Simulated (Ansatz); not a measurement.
**HgS under a change: uniaxial strain ε_zz = −3.00 %**

Take HgS in the zinc blende structure (space group F-43m, No. 216; a = 5.8119 Å) as the base. Axes: x, y, z lie along the cube axes.

The change: the cell is compressed by 3.00 % along z with no lateral relaxation; the atoms relax in the strained cell.

Calculations: DFT with LDA, PAW potentials and a 420 eV plane-wave cutoff in Ansatz (a program for electronic structure), scalar-relativistic without spin-orbit coupling. Settings: 10×10×10 k-points, 0.05 eV Fermi–Dirac smearing.

| quantity | base | changed | shift |
|---|---|---|---|
| volume per atom | 24.54 Å³ | 23.80 Å³ | -0.74 Å³ |
| space group | F-43m (No. 216) | I-4m2 (No. 119) | – |
| energy relative to the base (free energy F) | 0 meV/atom | +5.6 meV/atom | +5.6 meV/atom |
| pressure (mean of the normal stresses, compression positive) | 0.0 GPa | 2.2 GPa | +2.2 GPa |
| band gap | zero | zero | – |
| valley order (the lowest conduction-band minima on the path, energy above the VBM, named in the base's zone) | – | Γ 0.04 eV; L along [1-11] 1.40 eV | – |
| stress (xx, yy, zz, yz, xz, xy; compression positive) (rough) | – | (2.0, 2.0, 2.4, 0.0, 0.0, 0.0) GPa | – |

Without a gap, meshes like the base's 10×10×10 leave anisotropic stresses uncertain by several tenths of a GPa, and small strain energies with them. With Hg present, leaving out spin-orbit coupling can change the band edges. No phonon test of stability was made. The final runs are not spin-polarised. Gaps under 0.05 eV, about the width of the smearing, are given as zero. A zero or small gap of HgS can be the functional's error rather than a property of the material.
